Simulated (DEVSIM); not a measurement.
Structure: Al0.3Ga0.7As/GaAs n-p heterojunction, at 300 K.

```csv
layer (left to right),material,thickness (μm),Nd (cm⁻³),Na (cm⁻³),τn (s),τp (s)
1,Al0.3Ga0.7As,0.330,4.5e16,-,3.7e-10,3.7e-10
2,GaAs,4.30,-,1.6e16,3.7e-10,3.7e-10
```

Left contact: ohmic. Right contact: ohmic. Voltage is applied to the left contact. Recombination: SRH at mid-gap, Auger. Mobility is constant in doping.

The device is made up for the run: typed textbook-type constants, with dimensions and the other settings drawn at random. Values at 300 K.

```
parameter      Al0.3Ga0.7As    GaAs
-------------  ------------  ------
gap (eV)             1.7981   1.424
affinity (eV)         3.833    4.07
permittivity          12.05    12.9
Nc (cm⁻³)           6.96e17  4.7e17
Nv (cm⁻³)              9e18    9e18
μn (cm²/Vs)            3880    8500
μp (cm²/Vs)             197     400
Cn (cm⁶/s)            1e-30   1e-30
Cp (cm⁶/s)            1e-30   1e-30
```

DEVSIM, 1D drift-diffusion, Boltzmann statistics, complete ionisation; no tunnelling, impact ionisation, image-force lowering or self-heating. Band offsets follow the typed affinities; no thermionic-emission limit at abrupt steps, no polarisation charge.

Q: Tabulate band edges, carrier densities and field at -1.05 V on the left contact.

A: Energies count from the Fermi level of the right contact; mesh points crowd at the junctions.

```csv
x (μm),Ec (eV),Ev (eV),n (cm⁻³),p (cm⁻³),field (V/cm)
0.000,1.121,-0.677,4.5e16,< 1e2,≈ 0
0.006422,1.121,-0.677,4.5e16,770000,≈ 0
0.02118,1.121,-0.677,4.5e16,2500000,≈ 0
0.05507,1.121,-0.677,4.5e16,6600000,≈ 0
0.1650,1.121,-0.677,4.5e16,2.0e7,69
0.2610,1.137,-0.661,2.4e16,5.9e7,7600
0.3028,1.209,-0.589,1.5e15,9.9e8,29000
0.3243,1.287,-0.511,7.2e13,2.0e10,44000
0.3302,1.077,-0.347,1.6e17,1.2e13,44000
0.3370,1.102,-0.322,6.1e16,3.1e13,32000
0.3529,1.144,-0.280,1.2e16,1.6e14,22000
0.4084,1.227,-0.197,4.8e14,3.9e15,8900
0.5210,1.262,-0.162,1.2e14,1.5e16,480
0.7858,1.264,-0.160,1.0e14,1.6e16,≈ 0
1.766,1.263,-0.161,6.8e13,1.6e16,≈ 0
3.258,1.262,-0.162,2.9e13,1.6e16,-10
4.050,1.261,-0.163,1.2e13,1.6e16,-11
4.386,1.261,-0.163,5.1e12,1.6e16,-11
4.552,1.260,-0.164,1.7e12,1.6e16,-11
4.600,1.260,-0.164,6.4e11,1.6e16,-11
4.620,1.260,-0.164,2.2e11,1.6e16,-11
4.630,1.260,-0.164,< 1e2,1.6e16,-11
```
